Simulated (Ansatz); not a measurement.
Take SrTiO3 in the cubic perovskite structure (space group Pm-3m, No. 221; a = 3.891 Å) as the base.

Calculations: PBEsol (Ansatz, a first-principles code, PAW, no spin-orbit coupling).

One change was made to it. Results:

```tsv
quantity	base	after
smallest direct gap	2.19 eV	2.22 eV
band gap	1.85 eV	1.90 eV
gap character	indirect, R → Γ	indirect, R → Γ
lattice parameter a	3.891 Å	3.858 Å
```

Problem. What was done to the base?
(A) pressure 10 GPa
(B) pressure 0.3 GPa
(C) pressure 0.7 GPa
(D) pressure −1 GPa
(E) pressure 5 GPa

Solution. E, pressure 5 GPa. For comparison, the lattice parameter a in the other runs: pressure 0.7 GPa gives 3.886 Å; pressure 0.3 GPa gives 3.889 Å; pressure 10 GPa gives 3.829 Å; pressure −1 GPa gives 3.898 Å.

Load acts through the strain it causes; cell and atoms are relaxed under it. Whether these cells are dynamically stable was not tested. Competing high-pressure phases were not computed. All final runs are without spin polarisation. Many cubic perovskites are stable only at high temperature; tilts and polar distortions were not tested.
